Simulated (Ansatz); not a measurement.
A periodic model of amorphous Al$_{28}$O$_{43}$Zn:

```xyz
72
Lattice="9.5479 -0.0324 -0.0121 -0.0324 9.3528 -0.2404 -0.0121 -0.2404 8.8459" Properties=species:S:1:pos:R:3 pbc="T T T"
Al     3.1017     1.4198     8.1436
Al     8.1022     1.3884     7.9479
Al     8.8272     1.0577     3.8297
Al     6.4439     3.3834     5.6887
Al     1.9050     1.8624     5.1132
Al     4.4521     1.8656     3.5550
Al     1.6688     8.3701     3.3766
Al     8.0006     7.9628     7.9791
Al     5.0340     5.9566     5.6293
Al     0.8244     6.4806     6.6200
Al     3.2068     8.3339     5.6845
Al     3.6614     8.8455     1.6570
Al     1.8331     3.5650     2.2893
Al     6.3206     0.7026     5.8674
Al     8.3317     7.8741     4.6920
Al     2.3362     6.2219     0.6033
Al     0.8026     0.9471     1.1222
Al     8.5389     3.3608     1.1411
Al     5.3111     8.0581     3.6922
Al     5.4890     2.0094     0.7612
Al     7.1515     5.6522     3.5010
Al     2.5160     5.8819     3.6384
Al     1.2164     3.6128     7.7802
Al     6.5445     6.4675     0.7534
Al     4.4731     8.0138     8.0482
Al     9.2767     6.0717     1.8474
Al     4.4626     4.2033     8.0317
Al     9.4318     4.0205     4.9024
O      1.8440     6.9935     5.1378
O      1.3474     6.8428     2.2782
O      8.2859     6.9406     0.5684
O      5.4845     4.5492     6.5857
O      5.4695     5.1056     0.4411
O      4.1748     5.2525     4.2553
O      9.2708     2.7245     8.3165
O      1.1924     4.5115     3.8140
O      3.0760     9.1215     7.2805
O      8.8272     7.3788     6.3687
O      5.3717     2.1418     5.0214
O      0.5164     4.4920     1.2720
O      3.4730     7.6237     3.3198
O      4.5314     0.5010     0.5549
O      7.6139     4.2344     4.6335
O      6.4182     6.7921     4.8336
O      3.6899     7.4251     0.5968
O      7.6915     4.7759     1.9618
O      4.9381     8.8935     5.2851
O      7.1942     2.2313     0.5610
O      1.9813     0.0145     2.0891
O      2.9273     4.9804     1.9803
O      7.3450     2.1885     6.5078
O      9.2767     1.9104     2.2666
O      9.1613     0.0261     8.7927
O      2.0280     2.2424     0.6928
O      6.0482     6.8247     2.4557
O      0.4660     4.6940     6.4636
O      5.1064     2.8356     2.2584
O      2.7409     2.4546     3.6019
O      1.2100     6.6688     8.2773
O      6.1891     7.4414     8.3460
O      2.7345     4.5575     8.2228
O      4.5828     2.4436     8.1927
O      2.1569     2.3333     6.8155
O      0.0333     8.8977     3.7721
O      0.1378     2.2487     4.9071
O      8.6634     6.5204     3.5598
O      4.0365     6.9266     6.6445
O      7.3747     0.1098     4.4876
O      2.3599     0.1936     4.9219
O      4.9189     0.2268     2.9983
O      7.1675    -0.0326     7.2904
Zn     4.8176     4.7729     2.3067
```

Level of theory: PBE, scalar-relativistic without spin-orbit coupling (plane waves to 420 eV, PAW; Ansatz, a program for electronic structure).

A CHGNet melt-quench gave the starting glass, which DFT then relaxed. O atoms were pushed apart under 1.9 Å during the dynamics, to hinder bonds among them. The hot cell started wider than the set density and was brought back towards it in steps. It is the lowest in DFT energy of 2 quenches. It is a model cell: composition and starting density were chosen by hand, and all elements were melted together. No dispersion term was used. Its density started from a set value of 3.17 and ended at 3.17 g/cm³. The simulated quench (nominally 340 K/ps over its main leg) is rapid and tends to freeze in more defects than a deposited or slowly cooled glass has. One small periodic cell is one sample of the glass; other quenches scatter about these values. The volume was held where the preparation left it and the shape relaxed, at a PBE pressure of 1.0 GPa. Stress components on the final sampling reach 1.1 GPa.

Cut-offs for bonds: Al-Al 2.66 Å, Al-O 2.30 Å, Al-Zn 2.67 Å, O-O 1.58 Å, O-Zn 2.26 Å, Zn-Zn 2.68 Å. Two cations that share two anions don't count as bonded, nor two that share one unless they lie closer than Al-Al 2.59 Å, Al-Zn 2.60 Å, Zn-Zn 2.61 Å.

Q: Give the coordination numbers, mean bond lengths and angles.

A: 
```json
{
 "Mean coordination of Al by anions": "4.64 (12 with 4, 14 with 5, 2 with 6)",
 "Mean coordination of O": "3.12 (1 with 2, 36 with 3, 6 with 4)",
 "Mean coordination of Zn by anions": "4.00 (1 with 4)",
 "Mean Al-O bond": "1.856 Å (spread 0.096 Å, 130 counted)",
 "Mean O-Zn bond": "2.000 Å (spread 0.067 Å, 4 counted)",
 "Bond angle at Al": "mean 107.1°, spread 23.8°",
 "Bond angle at O": "mean 115.4°, spread 18.2°",
 "Bond angle at Zn": "mean 107.1°, spread 24.0°"
}
```

Q: List the pairs of like atoms that count as bonded by the rules above.

A: There are none by these rules.
